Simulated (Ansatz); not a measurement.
The parent structure is TiB2 (space group P6/mmm, No. 191).

```
TiB2
1.0
    2.99392     0.00000     0.00000
   -1.49696     2.59281     0.00000
    0.00000     0.00000     3.15953
Ti B
1 2
Direct
  0.00000   0.00000   0.00000
  0.66667   0.33333   0.50000
  0.33333   0.66667   0.50000
```

Level of theory: LDA, PAW, 420 eV (Ansatz, an electronic-structure program; scalar-relativistic without spin-orbit coupling).

One change was made to it. Results:

The shortest interatomic distance drops by 0.004 Å to 1.725 Å; the density goes up by 0.04 g/cm³, from 4.70 g/cm³ to 4.74 g/cm³.

Problem. Name the change that was made.
A) pressure −2 GPa
B) pressure 22.5 GPa
C) pressure 2.1 GPa

Solution. C, pressure 2.1 GPa. For comparison, the density in the other runs: pressure 22.5 GPa gives 5.05 g/cm³; pressure −2 GPa gives 4.67 g/cm³.

A case with no gap was solved on a k-mesh chosen for an insulator, which is coarse for it. Load acts through the strain it causes; cell and atoms are relaxed under it. Stability against distortions was not tested. No other phases were tried under pressure. All final runs are without spin polarisation.
